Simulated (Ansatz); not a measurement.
Functionals compared on the (111) surface of fcc Ir, clean 1x1 (bottom of the slab: a bare face, its two planes held), in Ansatz (plane waves, PAW). The structure was relaxed with PBE; the other rows are single points on it. Cutoff 420 eV (500 eV for r2SCAN).

Slab: 6 atoms, 11.2 Å thick at the start with caps and adatoms (thin: gaps and levels are the slab's own); k 16x16x1, smearing 0.1 eV, dipole-corrected; 2 atoms held, the rest relaxed; symmetry of the start imposed; no spin, no spin-orbit, no U. These notes are the PBE run's.

```tsv
functional	work function of the top face (eV)	rough cost of the single point
PBE	5.49	–
LDA	5.85	around 18 core-seconds (rough)
PBEsol	5.62	around 19 core-seconds (rough)
RPBE	5.33	roughly 19 core-seconds
r2SCAN	5.53	around 40 core-seconds (rough)
```

Ansatz is a quantum-chemistry and plane-wave program.
